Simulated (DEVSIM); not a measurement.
abrupt Si p-n junction

Structure: abrupt Si p-n junction, at 300 K.

```
layer (left to right)  material  thickness (μm)  Nd (cm⁻³)  Na (cm⁻³)  τn (s)  τp (s)
---------------------  --------  --------------  ---------  ---------  ------  ------
1                            Si           0.180          -     7.5e16  2.5e-7  2.5e-7
2                            Si             290     3.6e15          -  2.5e-7  2.5e-7
```

Left contact: ohmic. Right contact: ohmic. Voltage is applied to the left contact. Recombination: SRH at mid-gap, Auger. Mobility is constant in doping.

The device is made up for the run: typed textbook-type constants, with dimensions and the other settings drawn at random. Values at 300 K.

```tsv
parameter	Si
gap (eV)	1.124
affinity (eV)	4.05
permittivity	11.7
Nc (cm⁻³)	2.86e19
Nv (cm⁻³)	3.1e19
μn (cm²/Vs)	1417
μp (cm²/Vs)	470
Cn (cm⁶/s)	2.8e-31
Cp (cm⁶/s)	9.9e-32
```

DEVSIM, 1D drift-diffusion, Boltzmann statistics, complete ionisation; no tunnelling, impact ionisation, image-force lowering or self-heating.

```
Item                                                Value
---------------------------------------------  ----------
Potential step across the device at zero bias     0.736 V
Largest field in the device at zero bias       28000 V/cm
Dark forward voltage at 1 A/cm²                   0.588 V
```

Dark reverse current:

```json
[
 {"V (V)": "-0.04", "J (A/cm²)": "-1.2e-8"},
 {"V (V)": "-0.10", "J (A/cm²)": "-2.4e-8"},
 {"V (V)": "-0.20", "J (A/cm²)": "-4.0e-8"},
 {"V (V)": "-0.30", "J (A/cm²)": "-5.4e-8"},
 {"V (V)": "-0.40", "J (A/cm²)": "-6.6e-8"},
 {"V (V)": "-0.60", "J (A/cm²)": "-8.9e-8"},
 {"V (V)": "-0.80", "J (A/cm²)": "-1.1e-7"},
 {"V (V)": "-1.00", "J (A/cm²)": "-1.3e-7"},
 {"V (V)": "-1.30", "J (A/cm²)": "-1.5e-7"},
 {"V (V)": "-1.60", "J (A/cm²)": "-1.8e-7"},
 {"V (V)": "-2.00", "J (A/cm²)": "-2.1e-7"}
]
```

Dark forward current:

```json
[
 {"V (V)": "0.05", "J (A/cm²)": "3.3e-8"},
 {"V (V)": "0.15", "J (A/cm²)": "5.1e-7"},
 {"V (V)": "0.30", "J (A/cm²)": "7.3e-5"},
 {"V (V)": "0.40", "J (A/cm²)": "0.0031"},
 {"V (V)": "0.55", "J (A/cm²)": "0.50"},
 {"V (V)": "0.65", "J (A/cm²)": "2.2"},
 {"V (V)": "0.75", "J (A/cm²)": "4.6"},
 {"V (V)": "0.90", "J (A/cm²)": "8.4"},
 {"V (V)": "1.00", "J (A/cm²)": "11"},
 {"V (V)": "1.10", "J (A/cm²)": "14"},
 {"V (V)": "1.25", "J (A/cm²)": "18"},
 {"V (V)": "1.35", "J (A/cm²)": "21"},
 {"V (V)": "1.50", "J (A/cm²)": "26"},
 {"V (V)": "1.60", "J (A/cm²)": "29"}
]
```
